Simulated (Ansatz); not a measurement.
Structures of equal composition on the (111)A surface of zinc-blende GaAs (Ga plane on top): 2x2 Al adatom at H3; 2x2 Al adatom at T4. The slabs share one bottom face, and each structure is named by its start. These are constructed structures in small cells; real faces may alloy, dewet or reconstruct in larger ones, and not all known structures of the face are among them. Slabs of about 14 Å with all that they carry, Fermi-Dirac smearing of 0.025 eV. Bottom of the slabs: H caps. Relaxed from the named starts with such symmetry as they have, on meshes of like density; energies extrapolated to zero smearing; no spin-orbit coupling, no U. Spin-polarised runs, if any, are marked in brackets, and their order is one that fits the cell; the others ran without spin. Where a second, spin-polarised start was run, the lower counts.

Host crystal: zinc-blende GaAs, with a band gap (PBE, scalar-relativistic without spin-orbit coupling).

The numbers are results of PBE (plane waves to 420 eV, PAW; Ansatz, a first-principles code), not measurements.

### Question
Put the candidates in order of energy per 1x1 cell, lowest first, for PBE.

### Answer
2x2 Al adatom at T4 (0.000 eV, a narrow gap of 0.11 eV by band count), 2x2 Al adatom at H3 (0.025 eV, gap 0.26 eV on the mesh)
